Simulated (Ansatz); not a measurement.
Base system: C (space group I4/mmm, No. 139; a = 4.356 Å, c = 2.499 Å; a model cell, its experimental status unchecked). Axes: x, y, z lie along a, b, c of the conventional cell.

Modification: biaxial strain −0.91 %, plane normal [001], relaxed out of plane (Cartesian); in-plane vectors clamped, the third vector and the atoms free.

Levels (all Ansatz, a first-principles code, PAW): PBEsol (420 eV, no spin-orbit coupling); r2SCAN (500 eV, scalar-relativistic without spin-orbit coupling).

The geometry is relaxed with PBEsol.

| Item | Result |
|---|---|
| PBEsol band gap | 2.19 eV |
| PBEsol smallest direct gap | 4.36 eV |
| PBEsol gap character | indirect, M → Γ–Z (41 % along) |

### Question
How does going to r2SCAN change the band gap, smallest direct gap and gap character?

### Answer
The band gap rises by 0.381 eV to 2.58 eV; the smallest direct gap grows by 0.28 eV to 4.64 eV; the gap character remains indirect, M → Γ–Z (41 % along).

A biaxial case was relaxed in a doubled cell and then solved in the primitive one. Single points use the geometry relaxed with PBEsol. Stability against distortions was not tested. This is not the structure that C has at room temperature and ambient pressure.
